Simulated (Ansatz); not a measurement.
# BP (model structure, started from the GeS type, Pnma, No. 62, 8 atoms in the cell)

Level of theory: PBE-D3(BJ) (Ansatz, a first-principles code, PAW).

Run with plane-wave cutoff 520 eV, 8×18×16 k mesh (along the axes of the cell as run), Fermi–Dirac smearing 0.05 eV, scalar-relativistic PAW data made under PBE.

Cell (relaxed at this level):

```
BP
1.0
    6.20494     0.00000     0.00000
    0.00000     3.21398     0.00000
    0.00000     0.00000     5.36320
B P
4 4
Direct
  0.16278   0.25000   0.39947
  0.33722   0.75000   0.89947
  0.83722   0.75000   0.60053
  0.66278   0.25000   0.10053
  0.83798   0.25000   0.39281
  0.66202   0.75000   0.89281
  0.16202   0.75000   0.60719
  0.33798   0.25000   0.10719
```

```json
{
 "band_gap": "0.68 eV (on the SCF k mesh)"
}
```

Note: the relaxation could raise the start's symmetry but not lower it, so the cell can be a saddle point.

Computed values are for the static lattice.

A model structure was made by putting elements into a prototype or built by hand; it is no filed structure, need not be a known phase, and can be a saddle point held by its symmetry.
